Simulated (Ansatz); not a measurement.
The reference is C in the diamond structure (space group Fd-3m, No. 227; a = 3.5603 Å). Axes: x, y, z lie along the cube axes.

Perturbation: uniaxial stress, 3 GPa tension along x; all other stress components relax to zero.

Level of theory: r2SCAN/PAW in Ansatz (a program for electronic structure), no SOC.

Task: Give the band edges at the high-symmetry points of the new zone, measured from its valence-band maximum.

Result: 
```
point  valence edge (eV)  conduction edge (eV)
-----  -----------------  --------------------
Γ                   0.00                  5.86
X                  -6.70                  4.99
P                  -8.74                 11.22
N                  -2.97                  8.89
M                  -6.65                  5.06
S                  -5.65                  6.04
S₀                 -5.65                  6.04
R                  -8.74                 11.29
G                  -8.74                 11.29
```

The gap is 4.32 eV, indirect, Γ → Γ–X (75 % along).

Load acts through the strain it causes; cell and atoms are relaxed under it. Stability under load was not tested beyond the relaxation. Labels are those of the standard path for the cell's own space group.
